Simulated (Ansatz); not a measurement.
Start from ZrO$_{2}$ (space group P4_2/nmc, No. 137; a = 3.584 Å, c = 5.179 Å).

Perturbation: cell and atoms relaxed at a pressure of 22.5 GPa.

Levels (all Ansatz, a quantum-chemistry and plane-wave program, PAW, earlier PAW set): PBEsol (420 eV, spin-orbit coupling left out); PBEsol+SOC (420 eV, noncollinear with spin-orbit coupling).

The geometry is relaxed with PBEsol.

| Quantity | Value |
|---|---|
| PBEsol electron mass | 1.9 mₑ along c, 0.52 mₑ across (at Γ) |
| PBEsol pressure | 225.0 kbar |
| PBEsol smallest direct gap | 4.01 eV |
| PBEsol lowest conduction level above the VBM at special points | Γ 3.86 eV; X 4.36 eV; Z 4.58 eV; R 4.58 eV |

Question: How does going to PBEsol+SOC change the electron mass, pressure, smallest direct gap and lowest conduction level above the VBM at special points?

Answer: The electron mass remains 1.9 mₑ along c, 0.52 mₑ across (at Γ); the pressure is nearly the same (225.0 kbar against 224.8 kbar); the smallest direct gap stays 4.01 eV; the lowest conduction level above the VBM at special points becomes Γ 3.86 eV; X 4.37 eV; Z 4.58 eV; R 4.58 eV (PBEsol: Γ 3.86 eV; X 4.36 eV; Z 4.58 eV; R 4.58 eV).

Single points use the geometry relaxed with PBEsol. The spin-orbit shifts are approximate. Load acts through the strain it causes; cell and atoms are relaxed under it. Effective masses come from finite differences of ±0.01 Å⁻¹. Whether these cells are dynamically stable was not tested. Competing high-pressure phases were not computed. This is not the structure that ZrO2 has at room temperature and ambient pressure.
